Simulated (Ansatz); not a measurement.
WSi2 under load (space group I4/mmm): band-structure transport figures

Here is the system:

```yaml
crystal:
  lattice:
    - [-1.60610, 1.60610, 3.91854]
    - [1.60610, -1.60610, 3.91854]
    - [1.60610, 1.60610, -3.91854]
  atoms:
    - { symbol: Si, position: [0.33457, 0.33457, 0.00000] }
    - { symbol: Si, position: [0.66543, 0.66543, 0.00000] }
    - { symbol: W, position: [0.00000, 0.00000, 0.00000] }
```

Level of theory: PBEsol, rigid bands (plane waves, PAW, scalar-relativistic; Ansatz, an electronic-structure program). Condition of this run: hydrostatic pressure -2 GPa (the target of the relaxation). Cell: cell and atoms relaxed with PBEsol, then loaded as said.

```
Quantity                                                            Value
------------------------------------  -----------------------------------
density of states at the Fermi level   0.225 states/(eV·cell), both spins
bare Sommerfeld coefficient                    0.177 mJ/(mol of atoms·K²)
Drude plasma energy                          2.6 (x), 2.6 (y), 3.0 (z) eV
root-mean-square Fermi velocity                                 7.3e5 m/s
resistivity times τ                   71 (x), 71 (y), 53 (z) ×10⁻²² Ω·m·s
```

A metal at this level (no band gap); rigid bands, thermally averaged at 300 K, both spins. Spin-orbit coupling is left out, which matters with elements this heavy. τ is one relaxation time for all states.
